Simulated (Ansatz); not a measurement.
Sn2Pt, thickness series

Base system: Sn2Pt (space group Fm-3m, No. 225; a = 6.455 Å). Axes: x, y, z lie along the cube axes.

Free-standing slabs (3 atom(s) a layer) normal to [111] with 15 Å of vacuum; in-plane cell held at bulk.

All numbers come from DFT with PBEsol, PAW potentials and a 420 eV plane-wave cutoff in Ansatz (a first-principles code), scalar-relativistic without spin-orbit coupling.

Notes on the quantities. excess energy per area of both faces: slab less bulk energy over the cell's area: twice a surface energy; uncertain by up to 0.2 J/m².

```tsv
change	excess energy per area of both faces	shortest interatomic distance	thickness between the outermost nuclei
base	–	2.795 Å	–
1 layer	–	2.760 Å	1.64 Å
2 layers	1.29 J/m²	2.735 Å	5.57 Å
3 layers	1.3 J/m²	2.703 Å	9.30 Å
4 layers	1.3 J/m²	2.711 Å	13.02 Å
5 layers	1.3 J/m²	2.716 Å	16.77 Å
6 layers	1.3 J/m²	2.706 Å	20.47 Å
```

The excess energy carries the mismatch between the slab's and the bulk's meshes. No phonon test of stability was made. The final runs are not spin-polarised.
